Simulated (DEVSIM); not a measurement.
Structure: Co/La2O3/p-Si capacitor, at 300 K.

| layer (left to right) | material | thickness (nm) | Na (cm⁻³) |
|---|---|---|---|
| 1 | La2O3 | 11.0 | - |
| 2 | Si | 3200 | 3.2e16 |

Metal gate on the left, work function 5 eV. Fixed charge at the semiconductor interface -1e10 cm⁻² (in units of +e); no interface traps.

The device is made up for the run: typed textbook-type constants, with dimensions and the other settings drawn at random. Values at 300 K.

```
parameter      La2O3       Si
-------------  -----  -------
gap (eV)         5.8    1.124
affinity (eV)    1.8     4.05
permittivity      27     11.7
Nc (cm⁻³)          -  2.86e19
Nv (cm⁻³)          -   3.1e19
```

DEVSIM, 1D Poisson equation in equilibrium, Boltzmann statistics, complete ionisation; no quantum confinement or tunnelling. Metal contacts follow the ideal Schottky-Mott rule: no Fermi-level pinning, no interface dipoles.

Question: Tabulate band edges, carrier densities and field at 0.5 V on the gate.

Answer: Energies count from the Fermi level of the right contact; mesh points crowd at the junctions.

```tsv
x (μm)	Ec (eV)	Ev (eV)	n (cm⁻³)	p (cm⁻³)	field (V/cm)
0.000	2.700	-3.100	< 1e2	< 1e2	29000
0.001326	2.704	-3.096	< 1e2	< 1e2	29000
0.003697	2.711	-3.089	< 1e2	< 1e2	29000
0.007409	2.722	-3.078	< 1e2	< 1e2	29000
0.01032	2.730	-3.070	< 1e2	< 1e2	29000
0.01141	0.485	-0.639	2.0e11	5.7e8	66000
0.01327	0.497	-0.627	1.3e11	9.1e8	65000
0.01999	0.539	-0.585	2.5e10	4.7e9	61000
0.03272	0.614	-0.510	1.4e9	8.2e10	55000
0.05971	0.744	-0.380	9000000	1.3e13	42000
0.1223	0.911	-0.213	14000	8.2e15	13000
0.3423	0.946	-0.178	3600	3.2e16	≈ 0
0.7595	0.946	-0.178	3600	3.2e16	≈ 0
1.611	0.946	-0.178	3600	3.2e16	≈ 0
2.671	0.946	-0.178	3600	3.2e16	≈ 0
2.972	0.946	-0.178	3600	3.2e16	≈ 0
3.102	0.946	-0.178	3600	3.2e16	≈ 0
3.163	0.946	-0.178	3600	3.2e16	≈ 0
3.196	0.946	-0.178	3600	3.2e16	≈ 0
3.205	0.946	-0.178	3600	3.2e16	≈ 0
3.209	0.946	-0.178	3600	3.2e16	≈ 0
3.211	0.946	-0.178	3600	3.2e16	≈ 0
```
